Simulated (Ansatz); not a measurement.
Given:

```
CELL_PARAMETERS angstrom
      0.00000     2.52945     2.46722
      2.52945     0.00000     2.46722
      2.52945     2.52945     0.00000
ATOMIC_POSITIONS crystal
  Hf 0.00000 0.00000 0.00000
  O  0.25000 0.25000 0.25000
  O  0.75000 0.75000 0.75000
```

No spin polarisation.

Level of theory: r2SCAN, PAW, 500 eV (Ansatz, a first-principles code; no spin-orbit coupling), earlier PAW set. k-mesh 11×11×11 (Γ-centred); smearing 0.05 eV (Fermi–Dirac).

Problem. What is the computed gap character?

Solution. Indirect, M → Γ.

Problem. What is the computed electron mass?

Solution. 1.7 mₑ along z, 0.59 mₑ across (at Γ).

Spin-orbit coupling, missing from the scalar runs, can matter with Hf. The cells carry an imposed strain or load. Effective masses come from finite differences of ±0.01 Å⁻¹. Whether these cells are dynamically stable was not tested. The cell was made from HfO2 in the fluorite structure (space group Fm-3m, No. 225) by this change: uniaxial strain ε_zz = −2.46 %. This is not the structure that HfO2 has at room temperature and ambient pressure.
